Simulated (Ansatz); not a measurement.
Consider SnS in the GeS type structure (space group Pnma, No. 62; a = 11.1550 Å, b = 3.9998 Å, c = 4.2614 Å). Axes: x, y, z lie along a, b, c of the conventional cell.

Now apply this change: uniaxial stress, 2 GPa tension along x; all other stress components relax to zero.

Levels (all Ansatz, an electronic-structure program, PAW): PBE-D3(BJ) (420 eV, without spin-orbit coupling); PBE+SOC (420 eV, noncollinear with spin-orbit coupling).

The geometry is relaxed with PBE-D3(BJ).

| Property | Value |
|---|---|
| PBE-D3(BJ) band gap | 0.37 eV |
| PBE-D3(BJ) width of the top valence band | 1.97 eV |
| PBE-D3(BJ) smallest direct gap | 0.87 eV |

Q: Predict the band gap, width of the top valence band and smallest direct gap from PBE+SOC.

A: The band gap falls by 0.02 eV (0.37 eV → 0.35 eV); the width of the top valence band drops by 0.02 eV, from 1.97 eV to 1.95 eV; the smallest direct gap drops by 0.03 eV (0.87 eV → 0.84 eV).

Single points use the geometry relaxed with PBE-D3(BJ). Differences between runs with and without spin-orbit coupling are approximate. Load acts through the strain it causes; cell and atoms are relaxed under it. Beyond what the load breaks, stability against distortions was not tested.
